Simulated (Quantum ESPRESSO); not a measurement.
A self-consistent single point of Ta₅Sb₄ (I4/m, 9 atoms in the cell) with Quantum ESPRESSO.

Method: PBEsol, GBRV 1.5 ultrasoft (PBESOL) pseudopotentials (plane waves; Quantum ESPRESSO).

```
CELL_PARAMETERS angstrom
     -5.11785     5.11785     1.77125
      5.11785    -5.11785     1.77125
      5.11785     5.11785    -1.77125
ATOMIC_POSITIONS crystal
  Ta 0.00000 0.00000 0.00000
  Ta 0.31212 0.37078 0.68290
  Ta 0.37078 0.68788 0.05866
  Ta 0.68788 0.62922 0.31710
  Ta 0.62922 0.31212 0.94134
  Sb 0.05161 0.29588 0.34749
  Sb 0.29588 0.94839 0.24427
  Sb 0.94839 0.70412 0.65251
  Sb 0.70412 0.05161 0.75573
```

Reference input (self-consistent single point, DFT, PBEsol, plane waves, GBRV 1.5 ultrasoft (PBESOL) pseudopotentials): ecutwfc = 40 Ry; ecutrho = 320 Ry; occupations = smearing; smearing = fermi-dirac; degauss = 0.0073499 Ry; potentials = {Ta: ta_pbesol_v1.uspp.F.UPF, Sb: sb_pbesol_v1.4.uspp.F.UPF}; K_POINTS = automatic 7 7 7 0 0 0; conv_thr = 1e-09 Ry; mixing_beta = 0.5. This run's input differs from it in these lines:

```diff
@@ -13,4 +13,4 @@
     ntyp = 2
-    ecutwfc = 40
-    ecutrho = 320
+    ecutwfc = 36
+    ecutrho = 288
     occupations = 'smearing'
```

Output, abridged:

```
     Self-consistent Calculation

     iteration #  1     ecut=    36.00 Ry     beta= 0.50

     negative rho (up, down):  4.783E-01 0.000E+00

     total energy              =   -1445.12281014 Ry
     estimated scf accuracy    <       5.03978644 Ry

     iteration #  2     ecut=    36.00 Ry     beta= 0.50

     negative rho (up, down):  4.792E-01 0.000E+00

     total energy              =   -1443.56106249 Ry
     estimated scf accuracy    <      27.96980043 Ry

     iteration #  3     ecut=    36.00 Ry     beta= 0.50

     negative rho (up, down):  4.798E-01 0.000E+00

     total energy              =   -1447.14514270 Ry
     estimated scf accuracy    <       0.83482104 Ry

   [... 8 blocks of this kind left out ...]

     iteration # 12     ecut=    36.00 Ry     beta= 0.50

     negative rho (up, down):  4.830E-01 0.000E+00

     total energy              =   -1447.27737254 Ry
     estimated scf accuracy    <          6.0E-09 Ry

     iteration # 13     ecut=    36.00 Ry     beta= 0.50

     negative rho (up, down):  4.830E-01 0.000E+00
     End of self-consistent calculation

     the Fermi energy is    16.1199 ev

!    total energy              =   -1447.27737255 Ry
     estimated scf accuracy    <          1.9E-10 Ry
     smearing contrib. (-TS)   =      -0.00874373 Ry
     internal energy E=F+TS    =   -1447.26862882 Ry

     convergence has been achieved in  13 iterations

     negative rho (up, down):  4.830E-01 0.000E+00

     Forces acting on atoms (cartesian axes, Ry/au):

     atom    1 type  1   force =     0.00000000    0.00000000    0.00000000
     atom    2 type  1   force =     0.00247918    0.00643258   -0.00000000
     atom    3 type  1   force =    -0.00643258    0.00247918    0.00000000
     atom    4 type  1   force =    -0.00247918   -0.00643258   -0.00000000
     atom    5 type  1   force =     0.00643258   -0.00247918    0.00000000
   [... lines left out ...]
     Total force =     0.014562     Total SCF correction =     0.000059
   [... lines left out ...]

     negative rho (up, down):  4.830E-01 0.000E+00
          total   stress  (Ry/bohr**3)                   (kbar)     P=      -22.40
  -0.00013256   0.00000000   0.00000000          -19.50        0.00        0.00
  -0.00000000  -0.00013256   0.00000000           -0.00      -19.50        0.00
   0.00000000   0.00000000  -0.00019176            0.00        0.00      -28.21

   JOB DONE.
```

The run converged in 13 iterations. Against the reference run the free energy rises by 24.3 meV/atom, the pressure goes from -1.50 to -2.24 GPa and the largest force hardly changes (0.182 to 0.177 eV/Å).

The starting cell comes from a database of published, mostly measured structures (it also holds non-ambient and calculated ones), without a prior relaxation at this level. Spin polarisation is off.

Cost on one core of a shared machine: roughly 20 min.
